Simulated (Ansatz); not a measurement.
A hypothetical phase is included: elements placed on a structure type, which no database files for this compound.

Tunnelling through a barrier is set by its complex band structure: the current falls as exp(−2κd) with the smallest κ.

Consider the following.

```xyz
12
Lattice="5.5392 0.0000 0.0000 0.0000 7.8336 0.0000 0.0000 3.9168 3.9168" Properties=species:S:1:pos:R:3 pbc="T T T"
Ga     2.7696     6.8544     0.9792
Ga     0.0000     6.8544     2.9376
Ga     0.0000     4.8960     0.9792
Ga     2.7696     4.8960     2.9376
Ga     1.3848     1.9584     1.9584
Ga     4.1544     1.9584     1.9584
N      0.0000     8.8128     2.9376
N      2.7696     0.9792     0.9792
N      2.7696     2.9376     2.9376
N      0.0000     2.9376     0.9792
N      1.3848     5.8752     1.9584
N      4.1544     5.8752     1.9584
```

The cell was relaxed by PBE-D3(BJ); by r2SCAN it stands under a pressure of -2.5 GPa.

Transport runs along the normal of the first two printed cell vectors, the (110) plane of the conventional cell.

The gap is the functional's own. No spin-orbit coupling. Mid-gap values are those at the computed energy nearest the middle.

Q: Predict the band gap and the smallest decay constant κ at mid-gap from Ansatz (a quantum-chemistry and plane-wave program) with r2SCAN.

A: Gap 1.80 eV on a 8×8×8 mesh; κ = 0.158 1/Å, at the zone centre.
